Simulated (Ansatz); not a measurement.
Si (diamond structure), Σ9 (221) [1-10] symmetric tilt. One B atom replaces one Si atom in a bicrystal of 48 atoms (one solute to 45 Å² of one boundary, a high coverage); atoms relaxed, cell held. Energies count from the site farthest from both boundaries, which lies only 5.4 Å away; negative means that the solute is drawn to the site. The cell is neutral, and spin is allowed where the electrons are odd. k-points: Γ-centred 2×6×1 mesh; occupations: Fermi-Dirac, 0.050 eV; spin-polarised, moments started parallel. Scalar-relativistic, no spin-orbit coupling.

Sites tried, by distance from the nearest boundary plane (Å): 0.20, 0.72, 1.14, 2.13.

Problem. Does B segregate by PBE (Ansatz, a first-principles code), and with what energy at each site?

Solution. 0.20 Å: 0.18 eV; 0.72 Å: 0.18 eV; 1.14 Å: 0.15 eV; 2.13 Å: 0.08 eV. No site tried binds it by more than 0.05 eV.
